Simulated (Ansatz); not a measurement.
System: Ag3Sn (Pmmn, No. 59, 8 atoms in the cell; start mp-611). Method: PBEsol (Ansatz, a program for electronic structure, PAW).

Numerical settings: plane-wave cutoff 520 eV, 12×10×12 k mesh (along the axes of the cell as run), Fermi–Dirac smearing 0.05 eV, no spin polarisation, scalar-relativistic PAW data made under PBE.

Cell (relaxed at this level):

```xyz
8
Lattice="4.7505 0.0000 0.0000 0.0000 5.9341 0.0000 0.0000 0.0000 5.1551" Properties=species:S:1:pos:R:3 pbc="T T T"
Ag     2.3752     0.0000     3.4756
Ag     0.0000     2.9671     1.6795
Ag     0.0000     1.4883     4.3155
Ag     0.0000     4.4459     4.3155
Ag     2.3752     1.4788     0.8395
Ag     2.3752     4.4553     0.8395
Sn     0.0000     0.0000     1.7187
Sn     2.3752     2.9671     3.4364
```

Problem. Estimate the bulk modulus that the calculation returns.

Solution. 
* **bulk modulus**: 101 GPa

The run finds no gap.

Note: the bulk modulus is −V dP/dV from two relaxed cells at ±2 % in volume; the relaxation could not lower the start's symmetry, so the cell can be a saddle point above a distorted one.

Spin–orbit coupling is not included.

Computing time: roughly 24 core-minutes.

A start named mp-… is a Materials Project structure, which need not be a measured phase.
